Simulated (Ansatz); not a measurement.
**A computed series for PbS: carrier doping**

Take PbS in the rock salt structure (space group Fm-3m, No. 225) as the base.

```
CELL_PARAMETERS angstrom
      0.00000     2.95135     2.95135
      2.95135     0.00000     2.95135
      2.95135     2.95135     0.00000
ATOMIC_POSITIONS crystal
  Pb 0.50000 0.50000 0.50000
  S  0.00000 0.00000 0.00000
```

Carriers are added at fixed cell with a uniform background; the Fermi–Dirac width is that of 300 K.

All numbers come from PBEsol, PAW, 420 eV (Ansatz, a program for electronic structure; without spin-orbit coupling).

Notes on the quantities. Fermi level from band edge: Fermi level relative to the doped band's edge (positive inside the band; to 0.05 eV).

```json
[
 {"case": "undoped", "Fermi level from band edge": "–", "gap between the host's bands": "0.19 eV"},
 {"case": "electrons 5.0×10^20 cm⁻³", "Fermi level from band edge": "+0.40 eV", "gap between the host's bands": "0.18 eV"},
 {"case": "electrons 1.0×10^21 cm⁻³", "Fermi level from band edge": "+0.55 eV", "gap between the host's bands": "0.18 eV"},
 {"case": "holes 5.0×10^20 cm⁻³", "Fermi level from band edge": "+0.40 eV", "gap between the host's bands": "0.21 eV"},
 {"case": "holes 1.0×10^21 cm⁻³", "Fermi level from band edge": "+0.50 eV", "gap between the host's bands": "0.22 eV"},
 {"case": "holes 2.0×10^21 cm⁻³", "Fermi level from band edge": "+0.60 eV", "gap between the host's bands": "0.25 eV"},
 {"case": "holes 5.0×10^21 cm⁻³", "Fermi level from band edge": "+0.80 eV", "gap between the host's bands": "0.33 eV"}
]
```

Carriers are added with a uniform compensating background; total energy and stress of such cells depend on the potential's zero and are not compared; many-body gap narrowing is missing at this level. With Pb present, leaving out spin-orbit coupling can change the band edges. Whether these cells are dynamically stable was not tested. The base started in P3_121 and relaxed to Fm-3m at this level. A zero or small gap of PbS can be the functional's error rather than a property of the material.
